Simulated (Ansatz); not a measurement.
**TiC: isotropic strain +5.04 %**

Start from TiC in the rock salt structure (space group Fm-3m, No. 225; a = 4.333 Å; relaxed with 0.1 eV smearing).

One thing is altered: every lattice vector is stretched by 5.04 %; the atoms relax in the strained cell.

All numbers come from PBE (Ansatz, a quantum-chemistry and plane-wave program, PAW, no spin-orbit coupling), earlier PAW set. Settings: 23×23×23 k-points, 0.1 eV Fermi–Dirac smearing.

```csv
quantity,base,changed,shift
volume per atom,10.17 Å³,11.78 Å³,+1.616 Å³
space group,Fm-3m (No. 225),Fm-3m (No. 225),–
energy relative to the base (free energy F),0 meV/atom,+156 meV/atom,+156 meV/atom
pressure,0.0 GPa,-27.3 GPa,-27.3 GPa
band gap,zero,zero,–
```

Cost of the whole job for the changed cell (relaxation, final SCF and bands): about 11 core-seconds (a rough figure).

Stability against distortions was not tested. The final runs are not spin-polarised.
